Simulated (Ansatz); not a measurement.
Base system: Mg2Si (space group Fm-3m, No. 225; a = 6.325 Å).

Structures relaxed with Ansatz (a quantum-chemistry and plane-wave program) PBEsol, without spin-orbit coupling, earlier PAW set.

Base:

Simulated powder pattern, Cu Kα, λ = 1.54184 Å (kinematic, ideal powder, no thermal factors, no anomalous dispersion; the 10 strongest lines at most, above 2 %, up to 2θ = 90°):

| 2θ (°) | I/Imax (%) | hkl |
|---|---|---|
| 24.37 | 36 | (111) |
| 28.22 | 11 | (200) |
| 40.33 | 100 | (220) |
| 47.68 | 15 | (311) |
| 58.35 | 16 | (400) |
| 64.18 | 6.2 | (331) |
| 66.06 | 3.4 | (420) |
| 73.32 | 31 | (422) |
| 78.59 | 4.7 | (511) |
| 87.17 | 9.8 | (440) |

It is then changed as follows: Zn takes the place of Si on all its sites, then cell and atoms are relaxed.

Q: Predict the new powder pattern.

A: 
Simulated powder pattern, Cu Kα, λ = 1.54184 Å (kinematic, ideal powder, no thermal factors, no anomalous dispersion; the 10 strongest lines at most, above 2 %, up to 2θ = 90°):

```
2θ (°)  I/Imax (%)    hkl
------  ----------  -----
24.11           86  (111)
27.92          3.4  (200)
39.89          100  (220)
47.16           41  (311)
57.69           16  (400)
63.43           16  (331)
72.43           31  (422)
77.61           11  (511)
86.04          9.4  (440)
```

The indices refer to each structure's own conventional cell; one index is shown for lines that coincide.

No phonon test of stability was made. As relaxed here, Mg2Zn is a hypothetical phase, not in the database extracts checked.
